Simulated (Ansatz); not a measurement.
# Effect of pressure 0.7 GPa on ZnO

Start from ZnO in the wurtzite structure (space group P6_3mc, No. 186; a = 3.235 Å, c = 5.211 Å).

One thing is altered: a hydrostatic pressure of 0.7 GPa.

Calculations: r2SCAN/PAW in Ansatz (an electronic-structure program), spin-orbit coupling left out. k-mesh 12×12×7 (Γ-centred); smearing 0.05 eV (Fermi–Dirac).

The volume per atom falls by 0.05 Å³, from 11.81 Å³ to 11.76 Å³ and the lattice parameter a shrinks by 0.5 pm, from 323.5 pm to 323.0 pm. The c/a ratio stays 1.611 and the shortest interatomic distance drops by 0.3 pm, from 197.0 pm to 196.7 pm. The enthalpy H = E + PV relative to the base's energy comes out as +0.05 eV/atom and the band gap is still 1.24 eV. The gap character remains direct at Γ and the width of the top valence band hardly moves (1.83 eV against 1.84 eV). The electron mass remains 0.19 mₑ (at Γ) and the valence-band top at Γ (three highest levels, from the VBM) stays 0.00, 0.00, -0.10 eV.

Final structure:

```
CELL_PARAMETERS angstrom
      3.23034     0.00000     0.00000
     -1.61517     2.79755     0.00000
      0.00000     0.00000     5.20304
ATOMIC_POSITIONS crystal
  Zn 0.66667 0.33333 0.00243
  Zn 0.33333 0.66667 0.50243
  O  0.66667 0.33333 0.62277
  O  0.33333 0.66667 0.12277
```

Load acts through the strain it causes; cell and atoms are relaxed under it. Effective masses come from finite differences of ±0.01 Å⁻¹. No phonon test of stability was made.
